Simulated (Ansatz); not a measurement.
Start from AlRu in the CsCl type structure (space group Pm-3m, No. 221; a = 3.005 Å; relaxed with 0.1 eV smearing). Axes: x, y, z lie along the cube axes.

Calculations: PBE in Ansatz (plane waves to 420 eV, PAW, without spin-orbit coupling).

Modification: every lattice vector is shortened by 2.50 %, atoms relaxed at fixed cell.

Question: Predict the stress tensor and what it implies for the stiffness.

Answer: Stress of the strained cell less that of the base (GPa, compression positive):
```
   18.2     0.0     0.0
    0.0    18.2     0.0
    0.0     0.0    18.2
```

Then B = −ΔP/(ΔV/V₀) with ΔV/V₀ = -0.0731 gives secant stiffness values (nonlinear terms included at this strain): B ≈ 249 GPa.

As a check, the harmonic strain energy −½ V₀ Δσ:ε is 58 meV/atom; the computed energy rise is 53 meV/atom.

Stability against distortions was not tested. All final runs are without spin polarisation.

Ansatz is an electronic-structure program.
